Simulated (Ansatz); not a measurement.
How far PBE-D3(BJ) and PBEsol-D3(BJ) part for hypothetical CdI2 type CeO2, isotropic strain −0.63 %

Start from CeO2 in the CdI2 type structure (space group P-3m1, No. 164; a = 3.602 Å, c = 4.523 Å; a hypothetical phase, not in the database extracts checked).

(Cell as relaxed with PBE-D3(BJ).)

Levels (all Ansatz, a quantum-chemistry and plane-wave program, PAW, earlier PAW set): PBE-D3(BJ) (420 eV, without spin-orbit coupling); PBEsol-D3(BJ) (420 eV, no SOC).

Each level relaxes its own structure.

```
base                 PBE-D3(BJ)  PBEsol-D3(BJ)
-------------------  ----------  -------------
volume per atom        16.94 Å³       15.92 Å³
lattice parameter a     3.602 Å        3.568 Å
band gap                2.23 eV        2.27 eV
```

Modification: the cell is scaled by 0.9937 in all directions; the atoms relax in the strained cell.

```tsv
quantity	PBE-D3(BJ)	PBEsol-D3(BJ)
valley order (the lowest conduction-band minima on the path, energy above the VBM, named in the base's zone)	A (0, 0, 1/2) 2.26 eV; M (1/2, 0, 0) 2.41 eV	?
shift of the gap caused by the change	+0.03 eV	?
mean gap deformation potential ΔEg/Δln V	-1.8 eV	?
```

**Question.** Predict the PBEsol-D3(BJ) column.

**Answer.** 
- valley order (the lowest conduction-band minima on the path, energy above the VBM, named in the base's zone), PBEsol-D3(BJ): A (0, 0, 1/2) 2.30 eV; M (1/2, 0, 0) 2.44 eV
- shift of the gap caused by the change, PBEsol-D3(BJ): +0.03 eV
- mean gap deformation potential ΔEg/Δln V, PBEsol-D3(BJ): -1.6 eV

Both order the valleys alike; the two agree on the shift of the gap caused by the change. Neither level is exact; PBEsol-D3(BJ) is the comparison here, not a measurement.

No phonon test of stability was made. Seeded moments were not kept for the base. All final runs are without spin polarisation.
